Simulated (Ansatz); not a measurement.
Input and output of a relaxation of the atoms for LuBi (I4mm, 2 atoms in the cell) (Ansatz, a program for electronic structure).

Method of the run: LDA (PW92), default PAW files made with PBE (plane waves; Ansatz).

The change in words: one atom moved by 0.15 angstrom; relax: default → atoms; relax.f_tol: default → 0.03 eV/Å. Reference geometry:
```yaml
crystal:
  lattice:
    - [0.00000, 3.11748, 3.11748]
    - [3.11748, 0.00000, 3.11748]
    - [3.11748, 3.11748, 0.00000]
  atoms:
    - { symbol: Lu, position: [0.50000, 0.50000, 0.50000] }
    - { symbol: Bi, position: [0.00000, 0.00000, 0.00000] }
```

Reference input (self-consistent single point, DFT, LDA (PW92), plane waves, default PAW files made with PBE): basis.ecutwfc = 420 eV; kpoints.mp_grid.grid = 9 9 9; hamiltonian.xc = lda; hamiltonian.pseudopotentials = {kind: paw} (the program's default PAW files); scf.occupations.method = fermi_dirac; scf.occupations.width = 0.1 eV. This run's input differs from it in these lines:

```diff
@@ -7,3 +7,3 @@
   atoms:
-    - { symbol: Lu, position: [0.500000, 0.500000, 0.500000] }
+    - { symbol: Lu, position: [0.524058, 0.524058, 0.475942] }
     - { symbol: Bi, position: [0.000000, 0.000000, 0.000000] }
@@ -18,2 +18,4 @@
   occupations: { method: fermi_dirac, width: 0.1 }
+relax:
+  f_tol: 0.03
 output:
```

Log, with long lists cut:

```
   [... SCF lines of the steps left out ...]
relax step   1: F+E_penalty+E_count = -26580.31580308 eV  Δ(F+E_penalty+E_count) = +0.000e0 eV  max|allowed force component| = 5.994e-1 eV/Å  Δτ_max = 0.0000 Å  (6 SCF iters, dr2 threshold 2.25e-5 eV, accepted)
relax step   2: F+E_penalty+E_count = -26580.35637413 eV  Δ(F+E_penalty+E_count) = -4.057e-2 eV  max|allowed force component| = 1.623e-1 eV/Å  Δτ_max = 0.0962 Å  (7 SCF iters, dr2 threshold 2.25e-5 eV, accepted)
relax step   3: F+E_penalty+E_count = -26580.35981114 eV  Δ(F+E_penalty+E_count) = -3.437e-3 eV  max|allowed force component| = 1.632e-3 eV/Å  Δτ_max = 0.0210 Å  (6 SCF iters, dr2 threshold 1.65e-6 eV, accepted)
relax step   4: F+E_penalty+E_count = -26580.35981132 eV  Δ(F+E_penalty+E_count) = -1.818e-7 eV  max|allowed force component| = 1.551e-3 eV/Å  Δτ_max = 0.0000 Å  (3 SCF iters, accepted)
the relaxation is at rest under the 8 symmetry operations that the run kept from its start: a minimum is not shown …
Stability not checked: this state was not tested for a lower state beside it, because too few of the mixer's solves of this state at the end of the SCF gave a …
Free energy (F): -26580.359811 eV
Internal energy: -26580.347768 eV  (E = F + TS)
E sigma→0 (E₀):  -26580.353790 eV
Entropy (-TS):   -0.012043 eV (-6.022 meV/atom)
Fermi energy:    12.215374 eV
--- Forces (eV/Å), atoms counted from 1 ---
  atom   1  Lu     0.00000000     0.00000000     0.00165242
   [... lines left out ...]
--- Relaxed structure (4 steps of the walk, 4 accepted, 0 SCFs on fresh bases) ---
  F+E_penalty+E_count = -26580.35981132 eV   max|allowed force component| = 1.551e-3 eV/Å
  atoms:
    - { symbol: Lu, position: [0.5119990675953826, 0.5119990675953826, 0.4880009324046174] }
    - { symbol: Bi, position: [0.012058932404617355, 0.012058932404617355, -0.012058932404617355] }
```

The run converged. 

Summary of the result:
- Free energy E − TS (on the zero of these files): -26580.3598 eV
- Fermi level (on the code's own zero): 12.22 eV
- Pressure: -4.71 GPa
- Largest force (vector length): 0.002 eV/Å
- Relaxation steps: 4

The starting cell comes from a database of computed structures (which also holds hypothetical and non-ambient phases and stackings), without a prior relaxation at this level. Its lattice was rescaled by up to half a per cent. For this run, on top of that: one atom moved by 0.15 angstrom. The relaxation keeps the symmetry of its start, so its end need not be a minimum. Ansatz's pressure includes its estimate of the finite-basis (Pulay) stress.

Cost on one core of a shared machine: roughly 50 s.

Keys are those of Ansatz 0.2.
